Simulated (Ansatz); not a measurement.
The starting structures come from a database of crystals and need not be the phases stable at ambient conditions.

Inside the gap of an insulator the Bloch states are evanescent, with a wavenumber k + iκ along the transport direction.

Here is the system:

```xyz
2
Lattice="2.5640 0.0000 0.0000 0.0000 2.5640 0.0000 1.2820 1.2820 1.7586" Properties=species:S:1:pos:R:3 pbc="T T T"
B      0.0000     0.0000     0.0000
N      1.2820     2.5640     0.8793
```

Space group of this cell: I-4m2. The cell is strained (lengths along the current scaled by 0.97, ions clamped); by r2SCAN its mean pressure is 6.8 GPa.

Transport runs along the normal of the first two printed cell vectors, the (001) (indices of the unstrained crystal) plane of the conventional cell.

The gap is the functional's own, uncorrected, and κ follows it; spin-orbit coupling is left out. Mid-gap values are interpolated between the computed energies.

Question: Compute, with r2SCAN run with Ansatz (a quantum-chemistry and plane-wave program), the band gap and the smallest decay constant κ at mid-gap.

Answer: Gap 4.47 eV on a 16×16×16 mesh; κ = 0.408 1/Å, at (0.500, 0.500) of the in-plane reciprocal vectors. At the zone centre, at the nearest computed energy, the slowest state has κ = 0.47 1/Å.
